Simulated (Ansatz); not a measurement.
Seebeck coefficient (μV/K, mean over directions) of n-type ZnS (F-43m) against carrier density, HSE06, rigid bands in Ansatz (a program for electronic structure). Computed gap 3.46 eV; densities at which minority carriers matter at this gap, or further valleys turn the trend, are left out. Conductivity mass 0.21 mₑ (harmonic mean over directions), N_c = 2.4e18 cm⁻³ at 300 K.

```csv
electron density,300 K,500 K
1e16 cm⁻³,-684,-752
1e17 cm⁻³,-486,?
1e18 cm⁻³,-291,-357
3e18 cm⁻³,-203,-265
1e19 cm⁻³,-119,-172
3e19 cm⁻³,-64,-102
1e20 cm⁻³,-31,?
3e20 cm⁻³,-16,?
```

Complete the blanks.


- 1e17 cm⁻³, 500 K: -554
- 1e20 cm⁻³, 500 K: -51
- 3e20 cm⁻³, 500 K: -28

Rigid bands with a gap fixed in temperature, one relaxation time for all states, no polarons or phonon drag, and whether or not such doping can be reached. Spin-orbit coupling is left out. Geometry: cell and atoms relaxed with PBEsol.
